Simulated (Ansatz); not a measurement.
# Effect of isotropic strain −3.00 % on Hf

Base system: Hf in the hcp (Mg type) structure (space group P6_3/mmc, No. 194; a = 3.117 Å, c = 4.950 Å; relaxed with 0.1 eV smearing).

One thing is altered: an isotropic linear strain of −3.00 %; the atoms relax in the strained cell.

Method: Ansatz (a program for electronic structure), LDA, PAW, cutoff 420 eV, without spin-orbit coupling. Γ-centred 21×21×12 mesh, Fermi–Dirac width 0.1 eV.

```tsv
quantity	base	changed	shift
volume per atom	20.83 Å³	19.01 Å³	-1.82 Å³
space group	P6_3/mmc (No. 194)	P6_3/mmc (No. 194)	–
shortest interatomic distance	3.060 Å	2.968 Å	-0.092 Å
energy relative to the base (free energy F)	0 meV/atom	+68 meV/atom	+68 meV/atom
pressure (mean of the normal stresses, compression positive)	0.0 GPa	12.9 GPa	+12.9 GPa
band gap	zero	zero	–
```

Final structure:

```xyz
2
Lattice="3.0238 0.0000 0.0000 -1.5119 2.6187 0.0000 0.0000 0.0000 4.8016" Properties=species:S:1:pos:R:3 pbc="T T T"
Hf     1.5119     0.8729     3.6012
Hf     0.0000     1.7458     1.2004
```

Stability against distortions was not tested. The final runs are not spin-polarised.
